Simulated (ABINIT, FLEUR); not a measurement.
A FLEUR input for a self-consistent single point of BaSn₃Pd (I4mm, 5 atoms in the cell) (DFT, LDA (Perdew-Zunger), all-electron FLAPW (FLEUR), scalar-relativistic valence):

Input of the input generator:

```
BaSn3Pd FLAPW
&input film=f /
-4.5712607236 4.5712607236 10.4358481171
4.5712607236 -4.5712607236 10.4358481171
4.5712607236 4.5712607236 -10.4358481171
1.0
1.0 1.0 1.0

5
56 0.9999900000 0.9999900000 -0.0000000000
50 0.2495400000 0.7495400000 0.5000000000
50 0.7495400000 0.2495400000 0.5000000000
50 0.4125600000 0.4125600000 -0.0000000000
46 0.6503800000 0.6503800000 -0.0000000000

&comp jspins=1 /
&exco xctyp='pz' /
&kpt div1=5 div2=5 div3=5 /
&end /
```

```xml
<?xml version="1.0" encoding="UTF-8" standalone="no"?>
<fleurInput fleurInputVersion="0.39">
   <comment>
      BaSn3Pd FLAPW                                                                                       
   </comment>
   <calculationSetup>
      <cutoffs Kmax="4.2" Gmax="12.6" GmaxXC="12.6" numbands="0"/>
      <scfLoop itmax="60" minDistance="0.00001" maxIterBroyd="15" imix="Anderson" alpha="0.05" precondParam="0.0" spinf="2.0"/>
      <coreElectrons ctail="T" frcor="F" kcrel="0" coretail_lmax="0"/>
      <xcFunctional name="pz" relativisticCorrections="F"/>
      <magnetism jspins="1"/>
      <soc l_soc="F" theta="0.0" phi="0.0" spav="F"/>
      <expertModes spex="0" secvar="F"/>
      <geometryOptimization l_f="T" forcealpha="1.0" forcemix="BFGS" epsdisp="0.00001" epsforce="0.00001"/>
      <ldaU l_linMix="F" mixParam="0.05" spinf="1.0"/>
   </calculationSetup>
   <cell>
      <bzIntegration valenceElectrons="68.0" mode="hist" fermiSmearingEnergy="0.00183747">
         <kPointListSelection listName="default-1"/>
         <!-- k-points included here -->
         <xi:include xmlns:xi="http://www.w3.org/2001/XInclude" href="kpts.xml"> </xi:include>
      </bzIntegration>
      <!-- symmetry operations included here -->
      <xi:include xmlns:xi="http://www.w3.org/2001/XInclude" href="sym.xml"> </xi:include>
      <bulkLattice scale="1.0">
         <bravaisMatrix>
            <row-1>   -4.5712607236000000     4.5712607236000000    10.4358481171000008</row-1>
            <row-2>    4.5712607236000000    -4.5712607236000000    10.4358481171000008</row-2>
            <row-3>    4.5712607236000000     4.5712607236000000   -10.4358481171000008</row-3>
         </bravaisMatrix>
      </bulkLattice>
   </cell>
   <atomSpecies>
      <species name="Barium (Ba)" element="Ba" atomicNumber="56">
         <mtSphere radius="2.68" gridPoints="925" logIncrement="0.014"/>
         <atomicCutoffs lmax="10" lnonsphr="8"/>
         <electronConfig flipSpins="F">
            <coreConfig>(1s1/2) (2s1/2) (2p1/2) (2p3/2) (3s1/2) (3p1/2) (3p3/2) (4s1/2) (3d3/2) (3d5/2) (4p1/2) (4p3/2) (4d3/2) (4d5/2)</coreConfig>
            <valenceConfig>(5s1/2) (5p1/2) (5p3/2) (6s1/2)</valenceConfig>
         </electronConfig>
         <energyParameters s="6" p="6" d="5" f="4"/>
         <lo type="SCLO" l="0" n="5" eDeriv="0"/>
         <lo type="SCLO" l="1" n="5" eDeriv="0"/>
      </species>
      <species name="Tin (Sn)" element="Sn" atomicNumber="50">
         <mtSphere radius="2.37" gridPoints="817" logIncrement="0.016"/>
         <atomicCutoffs lmax="10" lnonsphr="8"/>
         <electronConfig flipSpins="F">
            <coreConfig>(1s1/2) (2s1/2) (2p1/2) (2p3/2) (3s1/2) (3p1/2) (3p3/2) (4s1/2) (3d3/2) (3d5/2) (4p1/2) (4p3/2)</coreConfig>
            <valenceConfig>(5s1/2) (4d3/2) (4d5/2) (5p1/2) (5p3/2)</valenceConfig>
            <stateOccupation state="(5p1/2)" spinUp="0.3333333333333" spinDown="0.3333333333333"/>
            <stateOccupation state="(5p3/2)" spinUp="0.6666666666667" spinDown="0.6666666666667"/>
         </electronConfig>
         <energyParameters s="5" p="5" d="5" f="4"/>
         <lo type="SCLO" l="2" n="4" eDeriv="0"/>
      </species>
      <species name="Palladium (Pd)" element="Pd" atomicNumber="46">
         <mtSphere radius="2.37" gridPoints="817" logIncrement="0.016"/>
         <atomicCutoffs lmax="10" lnonsphr="8"/>
         <electronConfig flipSpins="F">
            <coreConfig>(1s1/2) (2s1/2) (2p1/2) (2p3/2) (3s1/2) (3p1/2) (3p3/2) (4s1/2) (3d3/2) (3d5/2)</coreConfig>
            <valenceConfig>(4p1/2) (4p3/2) (5s1/2) (4d3/2) (4d5/2)</valenceConfig>
            <stateOccupation state="(5s1/2)" spinUp="0.5" spinDown="0.5"/>
            <stateOccupation state="(4d3/2)" spinUp="1.8" spinDown="1.8"/>
            <stateOccupation state="(4d5/2)" spinUp="2.7" spinDown="2.7"/>
         </electronConfig>
         <energyParameters s="5" p="5" d="4" f="4"/>
         <lo type="SCLO" l="1" n="4" eDeriv="0"/>
      </species>
   </atomSpecies>
   <atomGroups>
      <atomGroup species="Barium (Ba)">
         <relPos label="                   1">-.0000100000 -.0000100000 .0000000000</relPos>
         <force calculate="T" relaxXYZ="TTT"/>
      </atomGroup>
      <atomGroup species="Tin (Sn)">
         <relPos label="                   2">.2495400000 -.2504600000 1.000/2.000</relPos>
         <relPos label="                   3">-.2504600000 .2495400000 1.000/2.000</relPos>
         <force calculate="T" relaxXYZ="TTT"/>
      </atomGroup>
      <atomGroup species="Tin (Sn)">
         <relPos label="                   4">.4125600000 .4125600000 .0000000000</relPos>
         <force calculate="T" relaxXYZ="TTT"/>
      </atomGroup>
      <atomGroup species="Palladium (Pd)">
         <relPos label="                   5">-.3496200000 -.3496200000 .0000000000</relPos>
         <force calculate="T" relaxXYZ="TTT"/>
      </atomGroup>
   </atomGroups>
   <output dos="F" band="F" slice="F">
      <checks vchk="F" cdinf="F"/>
      <bandDOS minEnergy="-.5*Htr" maxEnergy="0.5*Htr" sigma="0.015" storeEVData="T"/>
      <vacuumDOS vacdos="F" integ="F" star="F" nstars="0" locx1="0.0" locy1="0.0" locx2="0.0" locy2="0.0" nstm="0" tworkf="0.0"/>
      <unfoldingBand unfoldBand="F" supercellX="1" supercellY="1" supercellZ="1"/>
      <plotting iplot="0" polar="F">
         <plot TwoD="T" vec1="  1.0  0.0  0.0" vec2="  0.0  1.0  0.0" vec3="  0.0  0.0  1.0" zero="  0.0  0.0  0.0" file="plot"/>
      </plotting>
      <chargeDensitySlicing numkpt="0" minEigenval="0.0" maxEigenval="0.0" nnne="0" pallst="F"/>
      <specialOutput eonly="F"/>
      <magneticCircularDichroism mcd="F" energyLo="-10.0" energyUp="0.0"/>
   </output>
  <!-- We include the file relax.xml here to enable relaxations (see documentation) -->
  <xi:include xmlns:xi="http://www.w3.org/2001/XInclude" href="relax.xml"> <xi:fallback/> </xi:include>
</fleurInput>
```

Give the ABINIT input for the same structure, mesh, smearing and functional.

This is the input that was run; spellings and numerical settings could be chosen otherwise.

```
# BaSn3Pd, JTH v2.0 LDA PAW
pp_dirpath "./"
pseudos "Ba.LDA_PW-JTH.xml, Sn.LDA_PW-JTH.xml, Pd.LDA_PW-JTH.xml"
acell 6.4961708009 6.4961708009 6.4961708009 Angstrom
rprim
        -0.3723742916    0.3723742916    0.8501028020
         0.3723742916   -0.3723742916    0.8501028020
         0.3723742916    0.3723742916   -0.8501028020
natom 5
ntypat 3
znucl 56 50 46
typat 1 2 2 2 3
xred
         0.9999900000    0.9999900000    0.0000000000
         0.2495400000    0.7495400000    0.5000000000
         0.7495400000    0.2495400000    0.5000000000
         0.4125600000    0.4125600000    0.0000000000
         0.6503800000    0.6503800000    0.0000000000
ecut 653 eV
pawecutdg 1306 eV
pawovlp -1
ixc 7
occopt 3
tsmear 0.05 eV
nband 45
kptopt 1
ngkpt 5 5 5
nshiftk 1
shiftk 0 0 0
nstep 50
toldfe 1.0e-09
prtwf 0
prtden 0
enunit 2
```

Basis, cutoffs, solver keys and any potentials are the target program's own. This input uses DFT, LDA (PW92), plane waves, PAW (JTH v2.0 LDA PAW). LDA parametrisations can differ slightly between programs.

The starting cell comes from a database of computed structures (which also holds hypothetical and non-ambient phases and stackings), without a prior relaxation at this level. For this run, on top of that: lattice scaled by 0.98.
